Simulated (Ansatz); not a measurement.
Input:

End structure of a constructed model of the (0001) surface of hcp Co, ferromagnetic, (√3x√3)R30° layer of Si, one a cell, on the site that continues the host's stacking (bottom of the slab: a bare face, its two planes held):

```
CELL_PARAMETERS angstrom
      3.73938     2.15893     0.00000
     -3.73938     2.15893     0.00000
      0.00000     0.00000    28.50000
ATOMIC_POSITIONS crystal
  Co 0.33333 0.00000 0.28748
  Co 0.66667 0.66667 0.28748
  Co 0.00000 0.33333 0.28748
  Co 0.33333 0.33333 0.35823
  Co 0.66667 0.00000 0.35823
  Co 0.00000 0.66667 0.35823
  Co 0.33333 0.00000 0.42975
  Co 0.66667 0.66667 0.42969
  Co 0.00000 0.33333 0.42969
  Co 0.33333 0.33253 0.50012
  Co 0.66587 0.00000 0.50012
  Co 0.00080 0.66747 0.50012
  Co 0.33333 0.00000 0.57273
  Co 0.66667 0.66667 0.57064
  Co 0.00000 0.33333 0.57064
  Co 0.33333 0.34772 0.64105
  Co 0.68106 0.00000 0.64105
  Co 0.98561 0.65228 0.64105
  Si 0.33333 0.00000 0.70007
```

Model: 19-atom slab, 12.1 Å thick at the start with caps and adatoms (thin: gaps and levels are the slab's own), 10x10x1 mesh, Fermi-Dirac 0.1 eV, dipole correction, 6 atoms held, the rest relaxed; held to the start's symmetry, so lower structures may exist; spin-polarised, ending with about 28.4 μB a cell; orders that need a larger cell were not tried, no spin-orbit, no U. It is one candidate, not shown to be the stable structure of the face.

Question: What is the computed work function of the top face (PBE in Ansatz, a first-principles code)?

Answer: 4.75 eV
